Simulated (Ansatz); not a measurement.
Hops of point defects in monoclinic HfO2, each between lowest sites run for its defect: PBE bands (Ansatz, an electronic-structure program, plane waves to 420 eV, PAW, climbing-image NEB) beside the CHGNet universal potential on its own band (it has no charge state). Static nuclei, no finite-size correction. The rows are a random draw from the bands that converged and passed our checks of state and shape. Saddle orders were checked for a part of the study's bands only and are not shown. Charge states are imposed. Spin-orbit coupling is left out.

```json
[
 {"Row": "1", "Defect": "interstitial K, charge +1", "Route": "K moves farthest", "Hop (Å)": "1.35", "Cell and PBE mesh": "96 sites, Γ", "CHGNet k-points": "none", "PBE barrier x (eV)": "0.23", "CHGNet barrier y (eV)": "0.13"},
 {"Row": "2", "Defect": "interstitial Hf, charge +4", "Route": "Hf moves farthest", "Hop (Å)": "1.46", "Cell and PBE mesh": "96 sites, Γ", "CHGNet k-points": "none", "PBE barrier x (eV)": "0.54", "CHGNet barrier y (eV)": "0.29"},
 {"Row": "3", "Defect": "interstitial La, charge +3", "Route": "La moves farthest", "Hop (Å)": "3.53", "Cell and PBE mesh": "96 sites, Γ", "CHGNet k-points": "none", "PBE barrier x (eV)": "3.72", "CHGNet barrier y (eV)": "2.79"},
 {"Row": "4", "Defect": "interstitial Y, charge +3", "Route": "Y moves farthest", "Hop (Å)": "3.48", "Cell and PBE mesh": "96 sites, Γ", "CHGNet k-points": "none", "PBE barrier x (eV)": "4.14", "CHGNet barrier y (eV)": "3.07"},
 {"Row": "5", "Defect": "interstitial Sr, charge +2", "Route": "Sr moves farthest", "Hop (Å)": "1.31", "Cell and PBE mesh": "96 sites, Γ", "CHGNet k-points": "none", "PBE barrier x (eV)": "0.37", "CHGNet barrier y (eV)": "0.19"},
 {"Row": "6", "Defect": "interstitial Y, charge +3", "Route": "Y moves farthest", "Hop (Å)": "1.38", "Cell and PBE mesh": "96 sites, Γ", "CHGNet k-points": "none", "PBE barrier x (eV)": "0.57", "CHGNet barrier y (eV)": "0.37"},
 {"Row": "7", "Defect": "interstitial O, charge -2", "Route": "O moves farthest", "Hop (Å)": "1.56", "Cell and PBE mesh": "96 sites, Γ", "CHGNet k-points": "none", "PBE barrier x (eV)": "0.52", "CHGNet barrier y (eV)": "?"}
]
```

### Question
Fit a straight line y = a x + b to rows 1 to 6, predict row 7, and compare with the computed value.

### Answer
Means: x̄ = 1.595, ȳ = 1.140 eV. Sums: Sxx = 16.520, Sxy = 12.646 eV². So a = Sxy/Sxx = 0.765 and b = ȳ − a x̄ = -0.080 eV, with a scatter of 0.03 eV about the line. Row 7: 0.765 × 0.52 − 0.080 ≈ 0.32 eV. The computed CHGNet value is 0.05 eV, -0.27 eV from the line, beyond the scatter. The line only summarises these rows of one host.
